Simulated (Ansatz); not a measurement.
# InSb: energy against strain

InSb (zinc blende, F-43m, 35.225 Å³/atom at rest, cube axes along x, y and z) under a strain ε along a cube axis (axis z), the other axes held. r2SCAN in Ansatz, a plane-wave DFT program (PAW, default set), 500 eV, 12×12×12 Γ-centred mesh, Fermi-Dirac smearing 0.05 eV; ions are relaxed within the symmetry of each cell.

Here s stands for strain and y for E less E0.

| strain (%) | E less E0 (meV/atom) |
|---|---|
| -1.50 | 1.59 |
| -1.00 | 0.70 |
| -0.50 | 0.17 |
| 0.00 | 0.00 |
| 0.50 | 0.17 |
| 1.00 | 0.69 |
| 1.50 | 1.54 |
| 3.00 | ? |

The 7 complete rows are fitted with a parabola, y against s. Least squares gives y = -0.002 - 0.0121·s + 0.6967·s². Residuals (row less fit): 0.006, -0.007, -0.008, 0.002, 0.004, 0.007, -0.007; standard error 0.008 (degrees of freedom: 4). Twice the quadratic coefficient over the volume, 2 × 0.6967 meV × 10⁴ × 0.1602 / 35.225 Å³, is the elastic constant C11 = 63 ± 0.3 GPa.

Q: Predict the withheld y at s = 3.00 from the fit, and compare with the calculation.

A: y = -0.002 - 0.0121 × 3.0 + 0.6967 × 3.0² = 6.232 meV/atom. The calculation gives 6.11 meV/atom, 0.122 meV/atom below the prediction (2.0 % of the range of y in the table). The row lies outside the fitted rows, so this is an extrapolation. From the scatter of the fitted rows alone, a prediction at this place has a standard error of 0.032 meV/atom, so the miss is 3.8 times that.

One order more, fitted to all 13 runs of the series, follows each within 0.01, so the miss is the next term of a smooth law. This level leaves no gap over 0.05 eV at strain -0.50, 0.00, 0.50, 1.00, 1.50, 3.00, where the mesh may be coarse. Rows are the converged runs of the series near zero and its far end; series whose fitted rows scatter by over a few per cent of the range, as at a crossing or softening among them, aren't shown in this form. Most that stay on the fit to the last digits aren't either.
